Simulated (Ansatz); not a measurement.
```yaml
crystal:
  lattice:
    - [5.05094, -0.00001, -0.00082]
    - [2.52547, 4.37416, -0.02526]
    - [-0.95069, -1.77395, 23.39191]
  atoms:
    - { symbol: C, position: [0.97037, 0.59269, 0.05870] }
    - { symbol: C, position: [0.46683, 0.59242, 0.05843] }
    - { symbol: C, position: [0.96759, 0.09701, 0.05894] }
    - { symbol: C, position: [0.47127, 0.08928, 0.05792] }
    - { symbol: C, position: [0.30143, 0.91632, 0.03783] }
    - { symbol: C, position: [0.80685, 0.91628, 0.03816] }
    - { symbol: C, position: [0.30356, 0.41371, 0.03790] }
    - { symbol: C, position: [0.79993, 0.42230, 0.03812] }
    - { symbol: C, position: [0.63277, 0.29829, 0.14753] }
    - { symbol: C, position: [0.13385, 0.29832, 0.14765] }
    - { symbol: C, position: [0.63338, 0.79758, 0.14758] }
    - { symbol: C, position: [0.13278, 0.79896, 0.14770] }
    - { symbol: C, position: [0.96764, 0.62216, 0.12590] }
    - { symbol: C, position: [0.46608, 0.62238, 0.12583] }
    - { symbol: C, position: [0.96701, 0.12352, 0.12607] }
    - { symbol: C, position: [0.46800, 0.12044, 0.12570] }
    - { symbol: C, position: [0.29733, 0.00354, 0.23598] }
    - { symbol: C, position: [0.79711, 0.00357, 0.23595] }
    - { symbol: C, position: [0.29720, 0.50370, 0.23597] }
    - { symbol: C, position: [0.79734, 0.50338, 0.23592] }
    - { symbol: C, position: [0.63102, 0.32724, 0.21392] }
    - { symbol: C, position: [0.13161, 0.32722, 0.21397] }
    - { symbol: C, position: [0.63126, 0.82704, 0.21394] }
    - { symbol: C, position: [0.13108, 0.82758, 0.21399] }
    - { symbol: C, position: [0.96124, 0.70882, 0.32417] }
    - { symbol: C, position: [0.46130, 0.70870, 0.32417] }
    - { symbol: C, position: [0.96135, 0.20871, 0.32419] }
    - { symbol: C, position: [0.46125, 0.20881, 0.32417] }
    - { symbol: C, position: [0.29534, 0.03244, 0.30215] }
    - { symbol: C, position: [0.79521, 0.03251, 0.30215] }
    - { symbol: C, position: [0.29526, 0.53253, 0.30215] }
    - { symbol: C, position: [0.79532, 0.53237, 0.30214] }
    - { symbol: C, position: [0.62546, 0.41376, 0.41237] }
    - { symbol: C, position: [0.12536, 0.41420, 0.41236] }
    - { symbol: C, position: [0.62503, 0.91397, 0.41233] }
    - { symbol: C, position: [0.12552, 0.91380, 0.41240] }
    - { symbol: C, position: [0.95923, 0.73778, 0.39037] }
    - { symbol: C, position: [0.45937, 0.73751, 0.39035] }
    - { symbol: C, position: [0.95944, 0.23765, 0.39039] }
    - { symbol: C, position: [0.45929, 0.23772, 0.39034] }
    - { symbol: C, position: [0.28864, 0.12028, 0.50037] }
    - { symbol: C, position: [0.78945, 0.11798, 0.50036] }
    - { symbol: C, position: [0.29052, 0.61864, 0.50063] }
    - { symbol: C, position: [0.78926, 0.61914, 0.50046] }
    - { symbol: C, position: [0.62384, 0.44240, 0.47870] }
    - { symbol: C, position: [0.12324, 0.44363, 0.47871] }
    - { symbol: C, position: [0.62299, 0.94281, 0.47862] }
    - { symbol: C, position: [0.12360, 0.94266, 0.47879] }
    - { symbol: C, position: [0.95607, 0.82083, 0.58854] }
    - { symbol: C, position: [0.45427, 0.82580, 0.58836] }
    - { symbol: C, position: [0.94932, 0.32486, 0.58822] }
    - { symbol: C, position: [0.45569, 0.32398, 0.58861] }
    - { symbol: C, position: [0.28515, 0.15100, 0.56768] }
    - { symbol: C, position: [0.78887, 0.14449, 0.56744] }
    - { symbol: C, position: [0.28893, 0.64870, 0.56824] }
    - { symbol: C, position: [0.78738, 0.64905, 0.56768] }
    - { symbol: Al, position: [0.36109, 0.10506, 0.66749] }
    - { symbol: Al, position: [0.69741, 0.43575, 0.66774] }
    - { symbol: Al, position: [0.01306, 0.78954, 0.67660] }
    - { symbol: Al, position: [0.68841, 0.15011, 0.76627] }
    - { symbol: Al, position: [0.02969, 0.47107, 0.76511] }
    - { symbol: Al, position: [0.36826, 0.80664, 0.76478] }
    - { symbol: Al, position: [0.02646, 0.17698, 0.85988] }
    - { symbol: Al, position: [0.35413, 0.52393, 0.86016] }
    - { symbol: Al, position: [0.69369, 0.84885, 0.86075] }
    - { symbol: Al, position: [0.35501, 0.23622, 0.95223] }
    - { symbol: Al, position: [0.70274, 0.54373, 0.95303] }
    - { symbol: Al, position: [0.02461, 0.89351, 0.95906] }
```

The first 56 atoms are the substrate (C-dia), the rest the film (Al).

The numbers are results of PBE (plane waves to 420 eV, PAW; Ansatz, an electronic-structure program), not measurements. Scalar-relativistic, without spin–orbit coupling; the runs are not spin-polarised; PBE gaps are too small against experiment. Its k-point mesh 6×6×1, Fermi–Dirac width 0.05 eV.

Task: Describe the bonding at the interfaces and give the barriers.

Result: A periodic stack without vacuum, fcc Al (1 1 1) on diamond (1 1 1) (film strained to the substrate, faces as cut): substrate slab C56, film Al12, surface cells [[-2, 2], [-2, 0]] and [[1, 1], [-1, 2]], film strained by +2.0 and +2.0 %, faces C/C and Al/Al as cut (like faces can put a slab off its formula).
```
Quantity                                                                                   Value
-------------------------------------------------------------------------------  ---------------
interface area                                                                           22.1 Å²
period                                                                                   23.38 Å
gaps between the outermost planes at the two interfaces                          1.84 and 1.84 Å
Al–C contacts across the interfaces within 1.22 times the sum of covalent radii   9, mean 2.20 Å
hole barrier (PBE)                                                                       0.59 eV
electron barrier (PBE)                                                                   3.53 eV
```
